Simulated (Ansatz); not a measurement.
Zr3N4 (Fd-3m): band-edge transport data

Given:

```yaml
crystal:
  lattice:
    - [0.00000, 4.54154, 4.54154]
    - [4.54154, 0.00000, 4.54154]
    - [4.54154, 4.54154, 0.00000]
  atoms:
    - { symbol: Zr, position: [0.62500, 0.62500, 0.12500] }
    - { symbol: Zr, position: [0.62500, 0.12500, 0.62500] }
    - { symbol: Zr, position: [0.62500, 0.62500, 0.62500] }
    - { symbol: Zr, position: [0.12500, 0.62500, 0.62500] }
    - { symbol: Zr, position: [0.25000, 0.25000, 0.25000] }
    - { symbol: Zr, position: [0.00000, 0.00000, 0.00000] }
    - { symbol: N, position: [0.86706, 0.86706, 0.39882] }
    - { symbol: N, position: [0.38294, 0.85118, 0.38294] }
    - { symbol: N, position: [0.86706, 0.86706, 0.86706] }
    - { symbol: N, position: [0.85118, 0.38294, 0.38294] }
    - { symbol: N, position: [0.86706, 0.39882, 0.86706] }
    - { symbol: N, position: [0.38294, 0.38294, 0.85118] }
    - { symbol: N, position: [0.39882, 0.86706, 0.86706] }
    - { symbol: N, position: [0.38294, 0.38294, 0.38294] }
```

These are PBEsol, rigid bands (plane waves, PAW, scalar-relativistic; Ansatz, an electronic-structure program) values and carry that method's errors. Geometry: cell and atoms relaxed with PBEsol.

```json
{
 "band_gap": "0.50 eV",
 "electron conductivity mass (300 K, dilute)": "0.29 mₑ",
 "hole conductivity mass (300 K, dilute)": "0.69 mₑ",
 "effective density of states N_c (300 K)": "9.5e18 cm⁻³",
 "effective density of states N_v (300 K)": "1.1e20 cm⁻³",
 "density_of_states_mass_electrons": "0.52 mₑ",
 "density_of_states_mass_holes": "2.7 mₑ",
 "Seebeck coefficient, n-type 1e19 cm⁻³, 300 K": "-215 μV/K",
 "best n-type power factor at 300 K for τ = 10 fs (best axis; densities from 1e16 to 1e21 cm⁻³ tried, whether or not they can be reached)": "5.2 μW/(cm·K²) at 3e19 cm⁻³",
 "Seebeck coefficient, p-type 1e19 cm⁻³, 300 K": "419 μV/K",
 "best p-type power factor at 300 K for τ = 10 fs (best axis; densities from 1e16 to 1e21 cm⁻³ tried, whether or not they can be reached)": "26 μW/(cm·K²) at 3e20 cm⁻³"
}
```

Rigid bands; masses and Seebeck coefficients take one relaxation time τ for all states and one kind of carrier; polarons and phonon drag are left out. Spin-orbit coupling is left out; where it splits the top of the valence band, N_v and the p-type Seebeck coefficient come out somewhat high without it.

Computed structure with no diffraction record at hand here (it may be known, metastable or hypothetical): Zr3N4 (Fd-3m).
